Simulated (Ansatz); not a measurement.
Enthalpy of formation of zinc-blende PbTe (model structure) at several levels of theory

No measured value is used here.

**Question.** Put these levels in order of the enthalpy of formation that they give for zinc-blende PbTe (model structure), smallest first: LDA (Ansatz, a first-principles code), PBE (Ansatz), PBEsol (Ansatz), r²SCAN (Ansatz).

**Answer.** r²SCAN (-0.256 eV/atom), PBE (-0.218 eV/atom), PBEsol (-0.084 eV/atom), LDA (-0.039 eV/atom)

Density-functional levels without +SOC have no spin–orbit coupling, which shifts binding energies of heavy elements. Each level is taken at its own relaxed cell. Ansatz's density-functional and Hartree–Fock values are scalar-relativistic unless marked +SOC, with PAW data made under PBE.

A model structure was made by putting elements into a prototype or built by hand; it is no filed structure, need not be a known phase, and can be a saddle point held by its symmetry.
